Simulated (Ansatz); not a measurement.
The (332) surface of bcc Ta in its 1x1 cell, outermost plane spacing 0.71 Å in the ideal cut

All values below come from r2SCAN, at the PBE geometry (plane waves to 500 eV, PAW; Ansatz, a quantum-chemistry and plane-wave program).

Slab: 15 atoms, 9.9 Å thick at the start (thin: gaps and levels are the slab's own); k 8x7x1, smearing 0.1 eV, dipole-corrected; single point; on the structure that PBE left under its start's symmetry; no spin, no spin-orbit, no U.

```
Property                                                             Value
-----------------------------------  -------------------------------------
surface energy (mean of both faces)                              2.90 J/m²
work function of the top face                                      3.91 eV
cost                                 about 5 core-minutes (a rough figure)
```
